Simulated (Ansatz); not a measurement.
Results of PBE0 (PAW; Ansatz, a quantum-chemistry and plane-wave program) for cubic perovskite CsPbBr₃ (cubic high-temperature phase).

Run with plane-wave cutoff 520 eV, 4×4×4 k mesh, scalar-relativistic PAW data made under PBE.

Cell (relaxed at this level):

```cif
data_Br3CsPb
_chemical_formula_sum 'Cs1 Pb1 Br3'
_space_group_name_H-M_alt 'Pm-3m'
_space_group_IT_number 221
_space_group_name_Hall '-P 4 2 3'
_cell_length_a 5.96979
_cell_length_b 5.96979
_cell_length_c 5.96979
_cell_angle_alpha 90.000
_cell_angle_beta 90.000
_cell_angle_gamma 90.000
loop_
_atom_site_label
_atom_site_type_symbol
_atom_site_symmetry_multiplicity
_atom_site_Wyckoff_symbol
_atom_site_fract_x
_atom_site_fract_y
_atom_site_fract_z
_atom_site_occupancy
Cs1 Cs 1 a 0.00000 0.00000 0.00000 1
Pb1 Pb 1 b 0.50000 0.50000 0.50000 1
Br1 Br 3 c 0.00000 0.50000 0.50000 1
```

Q: Give the computed Poisson ratio, elastic constant C11, Young modulus, elastic constant C12 and elastic constant C44.

A: 
- Poisson ratio: 0.311
- elastic constant C11: 46.4 GPa
- Young modulus: 22.5 GPa
- elastic constant C12: 6.69 GPa
- elastic constant C44: 4.52 GPa

Note: the relaxation could not lower the start's symmetry, so the cell can be a saddle point above a distorted one.

Elastic constants are with the ions relaxed.

Spin–orbit coupling is not included; it can shift volumes and moduli of such heavy elements.

The computed numbers hold no vibrational or temperature effects.

Cost on a shared machine: about 60 core-minutes (a rough figure).
